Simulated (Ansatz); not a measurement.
Consider a 16-atom cell of (Ru,Os) started in the hexagonal close-packed structure, site fractions Ru 0.500, Os 0.500, short-range order 0.00 among the nearest mixed sites (0 is random, a negative value favours unlike neighbours), space group Cc at the end. Its start:

```
CELL_PARAMETERS angstrom
      0.00032    -4.76049    -4.32629
      0.00032     4.76049    -4.32629
      5.49596     0.00000     4.32588
ATOMIC_POSITIONS crystal
  Os 0.58268 0.41639 0.24959
  Os 0.20805 0.54227 0.99952
  Ru 0.70787 0.04182 0.00066
  Os 0.33469 0.16648 0.75036
  Ru 0.45799 0.79117 0.49945
  Os 0.95837 0.29097 0.50034
  Ru 0.08442 0.91837 0.25072
  Ru 0.83281 0.66565 0.74936
  Os 0.54227 0.20805 0.49952
  Os 0.16648 0.33469 0.25036
  Ru 0.66565 0.83281 0.24936
  Os 0.29097 0.95837 0.00034
  Os 0.41639 0.58268 0.74959
  Ru 0.91837 0.08442 0.75072
  Ru 0.04182 0.70787 0.50066
  Ru 0.79117 0.45799 0.99945
```

The mixing enthalpy is taken against the end members in the hexagonal close-packed type, relaxed in the same cell and mesh.

Computed with r2SCAN (plane waves to 500 eV, PAW; Ansatz, a program for electronic structure). Scalar-relativistic, without spin–orbit coupling; the runs are not spin-polarised. Its k-point mesh 6×6×6, Fermi–Dirac width 0.05 eV.

```
end member  weight  volume per atom (Å³)
----------  ------  --------------------
Ru           0.500                 13.49
Os           0.500                 14.02
```

**Question.** Predict the alloy's volume, bond lengths and mixing enthalpy.

**Answer.** 
```
Quantity                                                                                               Result
----------------------------------------------------------  -------------------------------------------------
volume per atom                                                                                      13.76 Å³
Os–Ru bonds                                                      2.689 Å on average, from 2.653 to 2.723 (48)
Os–Os bonds                                                      2.690 Å on average, from 2.657 to 2.722 (24)
Ru–Ru bonds                                                      2.693 Å on average, from 2.657 to 2.725 (24)
mixing enthalpy per site of the mixed sublattice                                                       -6 meV
departure of the mean lattice parameter from Vegard's line  under 0.15 %, inside the noise of the relaxations
```
